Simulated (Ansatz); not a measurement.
System: AuC (model structure, P-6m2, No. 187, 2 atoms in the cell). Method: PBEsol in Ansatz (plane waves, PAW).

Numerical settings: plane-wave cutoff 520 eV, 24×24×18 k mesh (along the axes of the cell as run), Fermi–Dirac smearing 0.05 eV, scalar-relativistic PAW data made under PBE.

Cell (relaxed at this level):

Space group P-6m2 (No. 187); a = b = 3.1746 Å, c = 2.8919 Å, α = β = 90.00°, γ = 120.00°

| atom | site | symmetry | x | y | z |
|---|---|---|---|---|---|
| Au | 1a | -6m2 | 0.0000 | 0.0000 | 0.0000 |
| C | 1d | -6m2 | 0.3333 | 0.6667 | 0.5000 |

Task: What does this level give for the bulk modulus?

Result: 
bulk modulus: 158 GPa

The run finds no gap.

Note: the bulk modulus is −V dP/dV from two relaxed cells at ±2 % in volume; the relaxation could raise the start's symmetry but not lower it, so the cell can be a saddle point.

Spin–orbit coupling is not included; it can open a gap where bands touch, and shift volumes and moduli.

Static lattice: no zero-point or thermal effects.

A model structure was made by putting elements into a prototype or built by hand; it is no filed structure, need not be a known phase, and can be a saddle point held by its symmetry.

Ansatz is a quantum-chemistry and plane-wave program.
